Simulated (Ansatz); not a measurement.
Consider CdTe in the rock salt structure (space group Fm-3m, No. 225; a = 6.000 Å; relaxed with 0.1 eV smearing).

Calculations: PBEsol (Ansatz, a quantum-chemistry and plane-wave program; PAW; 420 eV plane waves; no spin-orbit coupling).

For the base:

The pressure is 0.0 GPa and the band gap is zero.

Perturbation: an isotropic linear strain of −2.95 %; the atoms relax in the strained cell.

### Question
How does this affect the energy relative to the base, pressure and band gap?

### Answer
The energy increases by 42 meV/atom; the pressure goes from zero to 6.3 GPa; the band gap is still zero.

Whether these cells are dynamically stable was not tested. The final runs are not spin-polarised. This is not the structure that CdTe has at room temperature and ambient pressure.
